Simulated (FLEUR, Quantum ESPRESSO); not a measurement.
A FLEUR input for a self-consistent single point of La2AlGe (Amm2, 4 atoms in the cell) (DFT, PBEsol, all-electron FLAPW (FLEUR), scalar-relativistic valence):

Input of the input generator:

```
La2AlGe FLAPW
&input film=f /
1.0000000000 0.0000000000 0.0000000000
0.0000000000 0.5496871584 1.3820640201
0.0000000000 -0.5496871584 1.3820640201
7.8726103735
1.0 1.0 1.0

4
57 0.0000000000 0.6410300000 0.6410300000
57 0.5000000000 0.3559500000 0.3559500000
13 0.0000000000 0.9339700000 0.9339700000
32 0.5000000000 0.0690500000 0.0690500000

&comp jspins=1 /
&exco xctyp='PBEs' /
&kpt div1=6 div2=5 div3=5 gamma=t /
&end /
```

```xml
<?xml version="1.0" encoding="UTF-8" standalone="no"?>
<fleurInput fleurInputVersion="0.39">
   <comment>
      La2AlGe FLAPW                                                                                       
   </comment>
   <calculationSetup>
      <cutoffs Kmax="4.4" Gmax="17.6" GmaxXC="17.6" numbands="0"/>
      <scfLoop itmax="60" minDistance="0.00001" maxIterBroyd="99" imix="Anderson" alpha="0.05" precondParam="0.0" spinf="2.0"/>
      <coreElectrons ctail="T" frcor="F" kcrel="0" coretail_lmax="0"/>
      <xcFunctional name="PBEs" relativisticCorrections="F"/>
      <magnetism jspins="1"/>
      <soc l_soc="F" theta="0.0" phi="0.0" spav="F"/>
      <expertModes spex="0" secvar="F"/>
      <geometryOptimization l_f="T" forcealpha="1.0" forcemix="BFGS" epsdisp="0.00001" epsforce="0.00001"/>
      <ldaU l_linMix="F" mixParam="0.05" spinf="1.0"/>
   </calculationSetup>
   <cell>
      <bzIntegration valenceElectrons="39.0" mode="hist" fermiSmearingEnergy="0.00183747">
         <kPointListSelection listName="default-1"/>
         <!-- k-points included here -->
         <xi:include xmlns:xi="http://www.w3.org/2001/XInclude" href="kpts.xml"> </xi:include>
      </bzIntegration>
      <!-- symmetry operations included here -->
      <xi:include xmlns:xi="http://www.w3.org/2001/XInclude" href="sym.xml"> </xi:include>
      <bulkLattice scale="1.0">
         <bravaisMatrix>
            <row-1>    7.8726103734999997     0.0000000000000000     0.0000000000000000</row-1>
            <row-2>    0.0000000000000000     4.3274728253995782    10.8804515414803724</row-2>
            <row-3>    0.0000000000000000    -4.3274728253995782    10.8804515414803724</row-3>
         </bravaisMatrix>
      </bulkLattice>
   </cell>
   <atomSpecies>
      <species name="Lanthanum (La)" element="La" atomicNumber="57">
         <mtSphere radius="2.68" gridPoints="925" logIncrement="0.014"/>
         <atomicCutoffs lmax="10" lnonsphr="8"/>
         <electronConfig flipSpins="F">
            <coreConfig>(1s1/2) (2s1/2) (2p1/2) (2p3/2) (3s1/2) (3p1/2) (3p3/2) (4s1/2) (3d3/2) (3d5/2) (4p1/2) (4p3/2) (4d3/2) (4d5/2)</coreConfig>
            <valenceConfig>(5s1/2) (5p1/2) (5p3/2) (6s1/2) (5d3/2) (5d5/2)</valenceConfig>
            <stateOccupation state="(5d3/2)" spinUp="0.2" spinDown="0.2"/>
            <stateOccupation state="(5d5/2)" spinUp="0.3" spinDown="0.3"/>
         </electronConfig>
         <energyParameters s="6" p="6" d="5" f="4"/>
         <lo type="SCLO" l="0" n="5" eDeriv="0"/>
         <lo type="SCLO" l="1" n="5" eDeriv="0"/>
      </species>
      <species name="Aluminum (Al)" element="Al" atomicNumber="13">
         <mtSphere radius="1.81" gridPoints="625" logIncrement="0.018"/>
         <atomicCutoffs lmax="8" lnonsphr="6"/>
         <electronConfig flipSpins="F">
            <coreConfig>(1s1/2) (2s1/2) (2p1/2) (2p3/2)</coreConfig>
            <valenceConfig>(3s1/2) (3p1/2) (3p3/2)</valenceConfig>
            <stateOccupation state="(3p1/2)" spinUp="0.1666666666667" spinDown="0.1666666666667"/>
            <stateOccupation state="(3p3/2)" spinUp="0.3333333333333" spinDown="0.3333333333333"/>
         </electronConfig>
         <energyParameters s="3" p="3" d="3" f="4"/>
      </species>
      <species name="Germanium (Ge)" element="Ge" atomicNumber="32">
         <mtSphere radius="2.68" gridPoints="925" logIncrement="0.014"/>
         <atomicCutoffs lmax="10" lnonsphr="8"/>
         <electronConfig flipSpins="F">
            <coreConfig>(1s1/2) (2s1/2) (2p1/2) (2p3/2) (3s1/2) (3p1/2) (3p3/2)</coreConfig>
            <valenceConfig>(4s1/2) (3d3/2) (3d5/2) (4p1/2) (4p3/2)</valenceConfig>
            <stateOccupation state="(4p1/2)" spinUp="0.3333333333333" spinDown="0.3333333333333"/>
            <stateOccupation state="(4p3/2)" spinUp="0.6666666666667" spinDown="0.6666666666667"/>
         </electronConfig>
         <energyParameters s="4" p="4" d="3" f="4"/>
         <lo type="HELO" l="2" n="4" eDeriv="0"/>
      </species>
   </atomSpecies>
   <atomGroups>
      <atomGroup species="Lanthanum (La)">
         <relPos label="                   1">.0000000000 -.3589700000 -.3589700000</relPos>
         <force calculate="T" relaxXYZ="TTT"/>
      </atomGroup>
      <atomGroup species="Lanthanum (La)">
         <relPos label="                   2">1.000/2.000 .3559500000 .3559500000</relPos>
         <force calculate="T" relaxXYZ="TTT"/>
      </atomGroup>
      <atomGroup species="Aluminum (Al)">
         <relPos label="                   3">.0000000000 -.0660300000 -.0660300000</relPos>
         <force calculate="T" relaxXYZ="TTT"/>
      </atomGroup>
      <atomGroup species="Germanium (Ge)">
         <relPos label="                   4">1.000/2.000 .0690500000 .0690500000</relPos>
         <force calculate="T" relaxXYZ="TTT"/>
      </atomGroup>
   </atomGroups>
   <output dos="F" band="F" slice="F">
      <checks vchk="F" cdinf="F"/>
      <bandDOS minEnergy="-.5*Htr" maxEnergy="0.5*Htr" sigma="0.015" storeEVData="T"/>
      <vacuumDOS vacdos="F" integ="F" star="F" nstars="0" locx1="0.0" locy1="0.0" locx2="0.0" locy2="0.0" nstm="0" tworkf="0.0"/>
      <unfoldingBand unfoldBand="F" supercellX="1" supercellY="1" supercellZ="1"/>
      <plotting iplot="0" polar="F">
         <plot TwoD="T" vec1="  1.0  0.0  0.0" vec2="  0.0  1.0  0.0" vec3="  0.0  0.0  1.0" zero="  0.0  0.0  0.0" file="plot"/>
      </plotting>
      <chargeDensitySlicing numkpt="0" minEigenval="0.0" maxEigenval="0.0" nnne="0" pallst="F"/>
      <specialOutput eonly="F"/>
      <magneticCircularDichroism mcd="F" energyLo="-10.0" energyUp="0.0"/>
   </output>
  <!-- We include the file relax.xml here to enable relaxations (see documentation) -->
  <xi:include xmlns:xi="http://www.w3.org/2001/XInclude" href="relax.xml"> <xi:fallback/> </xi:include>
</fleurInput>
```

Translate this input to Quantum ESPRESSO.

One input that does it (others would too):

```fortran
&CONTROL
   calculation = 'scf'
   prefix = 'scf'
   outdir = './tmp'
   pseudo_dir = './'
   tprnfor = .true.
   tstress = .true.
/
&SYSTEM
   ibrav = 0
   nat = 4
   ntyp = 3
   ecutwfc = 50
   ecutrho = 250
   occupations = 'smearing'
   smearing = 'fd'
   degauss = 0.0036749
/
&ELECTRONS
   conv_thr = 1.0d-10
   mixing_beta = 0.3
/
ATOMIC_SPECIES
La   138.9055  la_pbesol_v1.uspp.F.UPF
Al    26.9815  al_pbesol_v1.uspp.F.UPF
Ge    72.6300  ge_pbesol_v1.4.uspp.F.UPF
ATOMIC_POSITIONS {crystal}
La    0.0000000000    0.6410300000    0.6410300000
La    0.5000000000    0.3559500000    0.3559500000
Al    0.0000000000    0.9339700000    0.9339700000
Ge    0.5000000000    0.0690500000    0.0690500000
K_POINTS {automatic}
6 5 5  0 0 0
CELL_PARAMETERS {angstrom}
   4.1660060000     0.0000000000     0.0000000000
   0.0000000000     2.2900000000     5.7576870000
   0.0000000000    -2.2900000000     5.7576870000
```

Basis settings and potentials, where a program has them, do not carry over. This input uses DFT, PBEsol, plane waves, GBRV 1.5 ultrasoft (PBESOL) pseudopotentials.

The starting cell comes from a database of computed structures (which also holds hypothetical and non-ambient phases and stackings), without a prior relaxation at this level. Its lattice was rescaled by a random factor within 2.5 % of one.
